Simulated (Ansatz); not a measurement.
**Pressure series in SrHfO3**

Take SrHfO₃ in the cubic perovskite structure (space group Pm-3m, No. 221) as the base.

SrHfO3 has the cubic space group Pm-3m (No. 221), the cubic perovskite structure, Pearson symbol cP5. Cell: a = b = c = 4.106 Å, α = β = γ = 90.00°. Sr on 1b is coordinated by 12 O at 2.904 Å (cuboctahedral). Hf on 1a has 6 O at 2.053 Å (octahedral). O on 3d is coordinated by 2 Hf at 2.053 Å and 4 Sr at 2.904 Å (octahedral). (Neighbours: up to the widest gap in distance over summed covalent radii, below 1.35, at either atom; cation-cation and far metal-metal contacts left out.)

Cell and atoms are relaxed at each pressure.

Level of theory: Kohn–Sham DFT with the PBEsol functional, run in Ansatz (an electronic-structure program) with PAW and 420 eV plane waves, scalar-relativistic without spin-orbit coupling, earlier PAW set.

| pressure (GPa) | volume per atom (Å³/atom) |
|---|---|
| -2 | 14.015 |
| -1 | 13.930 |
| 0 | 13.848 |
| 0.3 | 13.824 |
| 0.7 | 13.792 |
| 1.5 | ? |
| 3 | 13.615 |
| 5 | 13.471 |
| 7.5 | 13.301 |

Task: Fit the third-order Birch–Murnaghan form P(V) = (3B₀/2)[(V₀/V)^(7/3) − (V₀/V)^(5/3)]·[1 + (3/4)(B₀′ − 4)((V₀/V)^(2/3) − 1)] (squares taken in P) to the rows shown and predict the withheld row.

Result: Least squares on the printed values gives V₀ = 13.848 Å³/atom, B₀ = 171 GPa, B₀′ = 4.2; this predicts 13.729 Å³/atom, and the run gives 13.728 Å³/atom, in agreement.

Spin-orbit coupling, missing from the scalar runs, can matter with Hf. Load acts through the strain it causes; cell and atoms are relaxed under it. Whether these cells are dynamically stable was not tested. Competing high-pressure phases were not computed. Many cubic perovskites are stable only at high temperature; tilts and polar distortions were not tested.
